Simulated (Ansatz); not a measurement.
Reference: RbBr (Fm-3m), PBEsol, rigid bands (plane waves, PAW, scalar-relativistic; Ansatz, an electronic-structure program); axes and stresses refer to this cell.

```xyz
2
Lattice="0.0000 3.4215 3.4215 3.4215 0.0000 3.4215 3.4215 3.4215 0.0000" Properties=species:S:1:pos:R:3 pbc="T T T"
Rb     0.0000     0.0000     0.0000
Br     3.4215     3.4215     3.4215
```

The band gap comes out as 4.23 eV. The Seebeck coefficient, p-type 1e19 cm⁻³ is 540 μV/K. The electron conductivity mass is 0.37 mₑ.

Problem. Change: functional r2SCAN on the same cell. What happens to band gap, Seebeck coefficient, p-type 1e19 cm⁻³, electron conductivity mass?

Solution. band gap rises to 4.98 eV; Seebeck coefficient, p-type 1e19 cm⁻³ moves little, to 545 μV/K; electron conductivity mass grows to 0.39 mₑ.

Masses are for dilute carriers at 300 K, harmonic means over directions unless an axis is named. Seebeck coefficients are for the stated density at 300 K, with one relaxation time for all states and whether or not that doping can be reached. Spin-orbit coupling is left out unless a row names it; without it hole values are far off for these elements. 

Formula and space group known from diffraction (Crystallography Open Database), not checked to be the room-temperature form: RbBr (Fm-3m).
